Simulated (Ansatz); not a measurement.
**A computed series for SnO: pressure series**

The reference is SnO in the litharge type structure (space group P4/nmm, No. 129; a = 3.837 Å, c = 4.759 Å; layered, stacked along the Cartesian z axis).

Cell and atoms are relaxed at each pressure.

Calculations: PBE-D3(BJ)/PAW in Ansatz (an electronic-structure program), without spin-orbit coupling.

Candidates:
(a) pressure 15 GPa
(b) pressure −1 GPa
(c) pressure 9 GPa
(d) pressure 2.1 GPa

For the base:

c/a ratio: 1.240

Task: Order them by c/a ratio, lowest first.

Result: (a) pressure 15 GPa (1.144), (c) pressure 9 GPa (1.162), (d) pressure 2.1 GPa (1.206), (b) pressure −1 GPa (1.268)

Load acts through the strain it causes; cell and atoms are relaxed under it. Whether these cells are dynamically stable was not tested. Competing high-pressure phases were not computed. All final runs are without spin polarisation.
